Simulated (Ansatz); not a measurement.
CeCl3 (P6₃/m, No. 176; cell taken from a computed entry), treated with r²SCAN in Ansatz (PAW).

Run with plane-wave cutoff 500 eV, 6×6×10 k mesh (along the axes of the cell as run), Fermi–Dirac smearing 0.05 eV, spin-polarised start, scalar-relativistic PAW data made under PBE.

Computed at the level's own relaxed cell.

**Question.** Predict the volume per atom, lattice constant a and c axis length.

**Answer.** 
- volume per atom: 26.28 Å³/atom
- lattice constant a: 7.511 Å
- c axis length: 4.303 Å

Note: the magnetic order was assumed, not searched for or taken from measurement; the relaxation could not lower the start's symmetry, so the cell can be a saddle point above a distorted one; the 4f shell is treated without U or exact exchange, so its levels and filling can be wrong.

Spin–orbit coupling is not included.

The computed numbers hold no vibrational or temperature effects.

The result took very roughly 16 core-minutes.

Ansatz is a first-principles code.
